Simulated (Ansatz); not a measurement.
For CdTe (model structure, Pm-3m, No. 221), PBE in Ansatz (PAW) gives:

```
Item                       Value
------------------  ------------
lattice constant a       3.783 Å
bulk modulus            45.2 GPa
cohesive energy     1.50 eV/atom
```

**Question.** What does r²SCAN in Ansatz (PAW) give for the same quantities?

**Answer.** 
- lattice constant a: 3.768 Å (drops by 0.4 %)
- bulk modulus: 49.8 GPa (increases by 10 %)
- cohesive energy: 1.60 eV/atom (increases by 0.10 eV/atom)

Changes are worked out from the printed values.

Unless a cell is named, each level is at its own relaxed cell (PBE 27.08, r²SCAN 26.75 Å³/atom).

Levels without +SOC leave out spin–orbit coupling, which shifts energies and cells of such heavy elements.

Caveats: the bulk modulus is −V dP/dV from two relaxed cells at ±2 % in volume (PBE, r²SCAN). Ansatz's density-functional and Hartree–Fock values are scalar-relativistic unless marked +SOC, with PAW data made under PBE.

A model structure was made by putting elements into a prototype or built by hand; it is no filed structure, need not be a known phase, and can be a saddle point held by its symmetry.

Ansatz is an electronic-structure program.
